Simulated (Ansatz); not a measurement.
The starting structures come from a database of crystals and need not be the phases stable at ambient conditions.

 Where the default PAW files enter, the runs use the earlier of Ansatz's two default sets.

```
CELL_PARAMETERS angstrom
      4.28767     0.00000     0.00000
     -2.14384     3.71323     0.00000
      2.14384     1.23774     3.50087
ATOMIC_POSITIONS crystal
  Mg 0.00000 0.00000 0.00000
  Te 0.00000 0.50000 0.50000
```

Space group of this cell: Fm-3m, rock salt. The cell is strained (all lengths scaled by 1.02); by PBEsol its mean pressure is -3.3 GPa.

Transport runs along the normal of the first two printed cell vectors, the (111) plane of the conventional cell.

The gap is the functional's own, uncorrected, and κ follows it; spin-orbit coupling is left out. Mid-gap values are interpolated between the computed energies.

### Question
State the band gap and the smallest decay constant κ at mid-gap according to PBEsol in Ansatz (a quantum-chemistry and plane-wave program).

### Answer
Gap 0.41 eV on a 10×10×10 mesh; κ = 0.068 1/Å, at the zone centre.
